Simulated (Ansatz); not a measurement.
Start from CdTe in the zinc blende structure (space group F-43m, No. 216; a = 6.558 Å). Axes: x, y, z lie along the cube axes.

Level of theory: r2SCAN (Ansatz, a quantum-chemistry and plane-wave program, PAW, no SOC).

Strains are applied to the cell and any free atomic positions relax; under biaxial strain the out-of-plane vector relaxes too.

One change was made to it. Results:

The energy goes up by 4.3 meV/atom; the band gap falls by 0.16 eV, from 1.17 eV to 1.01 eV; the gap character stays direct at Γ; the valence-band top at Γ (three highest levels, from the VBM) changes from 0.00, 0.00, 0.00 eV to 0.00, -0.13, -0.13 eV; the pressure (mean of the normal stresses, compression positive) goes from zero to -0.77 GPa.

Q: Which of these changes matches the shifts?
(A) biaxial strain +0.83 %, plane normal [111], relaxed out of plane
(B) biaxial strain +1.67 %, plane normal [111], relaxed out of plane
(C) biaxial strain +1.25 %, plane normal [111], relaxed out of plane
(D) biaxial strain +2.08 %, plane normal [111], relaxed out of plane
(E) biaxial strain +0.42 %, plane normal [111], relaxed out of plane

A: B, biaxial strain +1.67 %, plane normal [111], relaxed out of plane. For comparison, the energy relative to the base in the other runs: biaxial strain +2.08 %, plane normal [111], relaxed out of plane gives +6.7 meV/atom; biaxial strain +0.83 %, plane normal [111], relaxed out of plane gives +1.1 meV/atom; biaxial strain +1.25 %, plane normal [111], relaxed out of plane gives +2.4 meV/atom; biaxial strain +0.42 %, plane normal [111], relaxed out of plane gives +0.3 meV/atom.

Spin-orbit coupling, missing from the scalar runs, can matter with Te. Whether these cells are dynamically stable was not tested. k-point labels follow each cell's own Brillouin zone.
